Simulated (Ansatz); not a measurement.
The parent structure is ZnS in the zinc blende structure (space group F-43m, No. 216; a = 5.390 Å). Axes: x, y, z lie along the cube axes.

All numbers come from Ansatz (a program for electronic structure) r2SCAN, no spin-orbit coupling, earlier PAW set.

Perturbation: tensor shear ε_xy = −3.43 % (engineering shear γ = -0.0686); the atoms relax in the strained cell.

**Question.** Predict the stress tensor and what it implies for the stiffness.

**Answer.** Stress of the strained cell less that of the base (GPa, compression positive):
```
   0.10    3.46    0.00
   3.46    0.10    0.00
   0.00    0.00   -0.05
```

Then −Δσ/γ with γ = 2ε = -0.0686 gives secant stiffness values (nonlinear terms included at this strain): C66 ≈ 50 GPa.

As a check, the harmonic strain energy −½ V₀ Δσ:ε is 14 meV/atom; the computed energy rise is 14 meV/atom.

No phonon test of stability was made.
